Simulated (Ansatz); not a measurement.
We consider Si2N2Se (Cmc2₁, No. 36, 10 atoms in the cell; start mp-1245915), described by PBEsol in Ansatz (plane waves, PAW).

Run with plane-wave cutoff 520 eV, 8×8×8 k mesh, Fermi–Dirac smearing 0.01 eV, scalar-relativistic PAW data made under PBE.

Cell (relaxed with PBEsol):

```cif
data_N4Se2Si4
_chemical_formula_sum 'Si4 Se2 N4'
_space_group_name_H-M_alt 'P 1'
_space_group_IT_number 1
_cell_length_a 6.05517
_cell_length_b 6.05517
_cell_length_c 4.87685
_cell_angle_alpha 90.000
_cell_angle_beta 90.000
_cell_angle_gamma 54.878
loop_
_space_group_symop_operation_xyz
  'x, y, z'
loop_
_atom_site_label
_atom_site_type_symbol
_atom_site_fract_x
_atom_site_fract_y
_atom_site_fract_z
_atom_site_occupancy
Si1 Si 0.45822 0.16719 0.90991 1
Si2 Si 0.54178 0.83281 0.40991 1
Si3 Si 0.83281 0.54178 0.90991 1
Si4 Si 0.16719 0.45822 0.40991 1
Se1 Se 0.21864 0.78136 0.26105 1
Se2 Se 0.78136 0.21864 0.76105 1
N1 N 0.40613 0.14933 0.25637 1
N2 N 0.59387 0.85067 0.75637 1
N3 N 0.85067 0.59387 0.25637 1
N4 N 0.14933 0.40613 0.75637 1
```

Problem. Give the computed band gap and smallest direct gap on the k points sampled.

Solution. 
- band gap: 2.77 eV (indirect)
- smallest direct gap on the k points sampled: 3.04 eV

Spin–orbit coupling is not included.

A start named mp-… is a Materials Project structure, which need not be a measured phase.

Ansatz is a quantum-chemistry and plane-wave program.
